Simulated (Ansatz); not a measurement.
Consider the following.

```
CELL_PARAMETERS angstrom
      3.30811     0.00000     0.00000
     -1.65405     2.86490     0.00000
      0.00000     0.00000     5.15617
ATOMIC_POSITIONS crystal
  Sc 0.66667 0.33333 0.25000
  Sc 0.33333 0.66667 0.75000
```

No spin polarisation.

The values are results of PBEsol (Ansatz, an electronic-structure program; PAW; 420 eV plane waves; no spin-orbit coupling), not measurements. Γ-centred 20×20×12 mesh, Fermi–Dirac width 0.1 eV.

**Question.** Estimate the pressure (mean of the normal stresses, compression positive).

**Answer.** -1.6 GPa.

**Question.** Estimate the band gap.

**Answer.** Zero.

**Question.** Estimate the space group.

**Answer.** P6_3/mmc (No. 194).

The cells carry an imposed strain or load. No phonon test of stability was made. The final runs are not spin-polarised. The cell was made from Sc in the hcp (Mg type) structure (space group P6_3/mmc, No. 194) by this change: isotropic strain +1.00 %.
